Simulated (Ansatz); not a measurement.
Consider the following.

```yaml
crystal:
  lattice:
    - [3.06549, 0.00000, 0.00000]
    - [-1.53275, 2.65479, 0.00000]
    - [0.00000, 0.00000, 4.89812]
  atoms:
    - { symbol: N, position: [0.00000, 0.00000, 0.00000] }
    - { symbol: Ta, position: [0.33333, 0.66667, 0.25726] }
    - { symbol: Ta, position: [0.66667, 0.33333, 0.74274] }
```

No spin polarisation.

Calculations: r2SCAN+rVV10 (Ansatz, a first-principles code; PAW; 500 eV plane waves; spin-orbit coupling left out). Settings: 22×22×12 k-points, 0.1 eV Fermi–Dirac smearing.

**Question.** Predict the stress, band gap and space group.

**Answer.** The stress (xx, yy, zz, yz, xz, xy; compression positive) is (-0.4, -0.4, -0.8, 0.0, 0.0, 0.0) GPa, the band gap comes out as zero and the space group is P-3m1 (No. 164).

The cells carry an imposed strain or load. Whether these cells are dynamically stable was not tested. The final runs are not spin-polarised. The cell was made from Ta$_{2}$N in the anti-CdI2 type structure (space group P-3m1, No. 164) by this change: uniaxial strain ε_zz = +0.19 %.
